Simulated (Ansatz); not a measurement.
```
CELL_PARAMETERS angstrom
      4.15842     0.00000     0.00000
     -2.07921     3.60130     0.00000
      0.00000     0.00000    42.00700
ATOMIC_POSITIONS crystal
  Te 0.66667 0.33333 0.23506
  Te 0.00000 0.00000 0.27918
  Te 0.33333 0.66667 0.32392
  Te 0.66667 0.33333 0.38154
  Te 0.00000 0.00000 0.42676
  Te 0.33333 0.66667 0.47210
  Te 0.66667 0.33333 0.52791
  Te 0.00000 0.00000 0.57325
  Te 0.33333 0.66667 0.61846
  Te 0.66667 0.33333 0.67609
  Te 0.00000 0.00000 0.72083
  Te 0.33333 0.66667 0.76495
```

Calculation: PBE+D3(BJ) (plane waves to 420 eV, PAW; Ansatz, a first-principles code). Spin–orbit coupling is left out; with elements this heavy it can move edges by tenths of an eV. Its k-point mesh 9×9×1, Fermi–Dirac width 0.01 eV. A dipole correction is on.

**Question.** Name the layers and their stacking, and give its gap.

**Answer.** 4 layers of alpha-tellurene, started at parallel, no shift (facing atoms over hollows or bridges).
step of the vacuum level across the stack (top less bottom): 0.00 eV
bonding between the layers: chemical, by the spacing and the binding; the sheets are no longer the free ones
PBE gap over the mesh and listed points off it: 0.32 eV, indirect (lowest direct gap 0.40 eV)
valence and conduction edges under the vacuum level of the lower face: 4.72 and 4.41 eV
